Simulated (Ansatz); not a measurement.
V_In+V_O in bixbyite In2O3 (the name describes the start): one set of geometries, relaxed with PBE, evaluated in Ansatz (PAW, plane waves to 420 eV, 500 eV under r2SCAN) with PBE, r2SCAN.

Set-up: 80-site cell; 2×2×2 Γ-centred k-points; start: the In(1) site; O 2.25 Å away; charged states image-corrected; no spin–orbit coupling; finite-size errors of tenths of an eV; relaxed from one start, so a lower configuration may exist; flagged in the runs: a host whose relaxation on this sampling wasn't shown to rest, host ions not shown at rest.

```json
[
 {"quantity": "host gap (eV)", "PBE": "0.94", "r2SCAN": "1.44"},
 {"quantity": "ε(0/−1) above the VBM (eV)", "PBE": "0.55", "r2SCAN": "not settled"},
 {"quantity": "neutral formation energy against tetragonal indium, O2 molecule in a box (eV)", "PBE": "8.00", "r2SCAN": "9.37"},
 {"quantity": "largest moment on one atom at charge 0 (μB)", "PBE": "0.32", "r2SCAN": "0.40"}
]
```

PBE narrows the gap by 0.50 eV against r2SCAN, the highest level run.

Ansatz is an electronic-structure program.
